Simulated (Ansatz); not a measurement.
**NdSi2 (I4₁/amd, No. 141; cell taken from a computed entry)**

These are r²SCAN-D4 (plane waves, PAW; Ansatz, a quantum-chemistry and plane-wave program) values and carry that method's errors.

Settings: plane-wave cutoff 500 eV, 14×14×14 k mesh, Fermi–Dirac smearing 0.05 eV, spin-polarised start, scalar-relativistic PAW data made under PBE.

Cell (relaxed at this level):

```cif
data_Nd4Si8
_chemical_formula_sum 'Nd4 Si8'
_space_group_name_H-M_alt 'I41/amd :1'
_space_group_IT_number 141
_space_group_name_Hall 'I 4bw 2bw -1bw'
_cell_length_a 4.23000
_cell_length_b 4.23000
_cell_length_c 13.64147
_cell_angle_alpha 90.000
_cell_angle_beta 90.000
_cell_angle_gamma 90.000
loop_
_atom_site_label
_atom_site_type_symbol
_atom_site_symmetry_multiplicity
_atom_site_Wyckoff_symbol
_atom_site_fract_x
_atom_site_fract_y
_atom_site_fract_z
_atom_site_occupancy
Nd1 Nd 4 b 0.00000 0.00000 0.50000 1
Si1 Si 8 e 0.00000 0.00000 0.08461 1
```
(The calculation used a cell of 6 atoms; values per cell refer to that cell.)

- equilibrium volume per atom = 20.34 Å³/atom
- lattice constant a = 4.230 Å
- c axis length = 13.641 Å

Note: the magnetic order was assumed, not searched for or taken from measurement; the relaxation could not lower the start's symmetry, so the cell can be a saddle point above a distorted one; the 4f shell is treated without U or exact exchange, so its levels and filling can be wrong.

Spin–orbit coupling is not included.

Static lattice: no zero-point or thermal effects.

Computing time: about 21 core-minutes (a rough figure).
